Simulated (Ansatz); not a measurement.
HfSiO4 (I4₁/amd, No. 141, 12 atoms in the cell; start mp-4609) was calculated with PBE (PAW; Ansatz, a program for electronic structure).

Settings: plane-wave cutoff 500 eV, 10×10×10 k mesh, Fermi–Dirac smearing 0.05 eV, scalar-relativistic PAW data made under PBE.

Cell (relaxed at this level):

HfO4Si has the tetragonal space group I4₁/amd, origin choice 1 (No. 141), Pearson symbol tI24. Lattice parameters: a = b = 6.6457 Å, c = 6.0139 Å, α = β = γ = 90.00°. Hf on 4a has 4 O at 2.139 Å and 4 O at 2.275 Å. Si on 4b sees 4 O at 1.638 Å (tetrahedral). O on 16h has 1 Si at 1.638 Å and 1 Hf at 2.139 Å and 1 Hf at 2.275 Å. (Neighbours: up to the widest gap in distance over summed covalent radii, below 1.35, at either atom; cation-cation and far metal-metal contacts left out.)
(The calculation used a cell of 12 atoms; values per cell refer to that cell.)

Question: What does this level give for the band gap?

Answer: 
- band gap: 5.31 eV (on the SCF k mesh)

Note: the relaxation could not lower the start's symmetry, so the cell can be a saddle point above a distorted one.

Spin–orbit coupling is not included.

Static lattice: no zero-point or thermal effects.

A start named mp-… is a Materials Project structure, which need not be a measured phase.
